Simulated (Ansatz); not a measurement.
**Al (Fm-3m): band-structure transport figures**

Here is the system:

```yaml
crystal:
  lattice:
    - [0.00000, 1.97342, 1.97342]
    - [1.97342, 0.00000, 1.97342]
    - [1.97342, 1.97342, 0.00000]
  atoms:
    - { symbol: Al, position: [0.00000, 0.00000, 0.00000] }
```

These are PBEsol, rigid bands (plane waves, PAW, scalar-relativistic; Ansatz, an electronic-structure program) values and carry that method's errors. Condition of this run: hydrostatic pressure 5 GPa (the target of the relaxation). How the cell was made: cell and atoms relaxed with PBEsol, then loaded as said.

```
Item                                                              Result
------------------------------------  ----------------------------------
density of states at the Fermi level  0.394 states/(eV·cell), both spins
bare Sommerfeld coefficient                    0.93 mJ/(mol of atoms·K²)
Drude plasma energy                                              12.4 eV
root-mean-square Fermi velocity                                1.5e6 m/s
resistivity times τ                                     3.2 ×10⁻²² Ω·m·s
```

A metal at this level (no band gap); rigid bands, thermally averaged at 300 K, both spins. Spin-orbit coupling is left out. τ is one relaxation time for all states.
